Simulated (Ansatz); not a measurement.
Consider W in the bcc (W type) structure (space group Im-3m, No. 229; a = 3.1698 Å).

Level of theory: DFT with r2SCAN, PAW potentials and a 500 eV plane-wave cutoff in Ansatz (an electronic-structure program), spin-orbit coupling left out, earlier PAW set.

Before the change:

```
Property              Result
-------------------  -------
Lattice parameter a  3.170 Å
```

One thing is altered: a hydrostatic pressure of 7 GPa.

Task: What does the calculation give for the lattice parameter a after the change?

Result: The lattice parameter a drops by 0.022 Å to 3.148 Å.

Load acts through the strain it causes; cell and atoms are relaxed under it. Whether these cells are dynamically stable was not tested. Competing high-pressure phases were not computed. All final runs are without spin polarisation.
